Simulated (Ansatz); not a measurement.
Given:

```
CELL_PARAMETERS angstrom
      4.91497     0.00000     0.00000
      0.00000     5.43130     0.00000
      2.45748     0.00000     4.25649
ATOMIC_POSITIONS crystal
  Si 0.46891 0.00000 0.53109
  Si 0.00000 0.66667 0.46891
  Si 0.53109 0.33333 0.00000
  O  0.58661 0.21511 0.26922
  O  0.14417 0.88178 0.58661
  O  0.26922 0.54844 0.14417
  O  0.73078 0.78489 0.41339
  O  0.41339 0.11822 0.85583
  O  0.85583 0.45156 0.73078
```

Space group of this cell: P3_121. The cell is taken as given.

Transport runs along the normal of the first two printed cell vectors, the (100) plane of the conventional cell.

The gap is the functional's own. No spin-orbit coupling. Mid-gap values are interpolated on the energy grid.

### Question
Estimate the band gap and the smallest decay constant κ at mid-gap that Ansatz (an electronic-structure program) with r2SCAN returns for this system.

### Answer
Gap 6.61 eV on a 8×6×8 mesh; κ = 0.508 1/Å, at the zone centre.
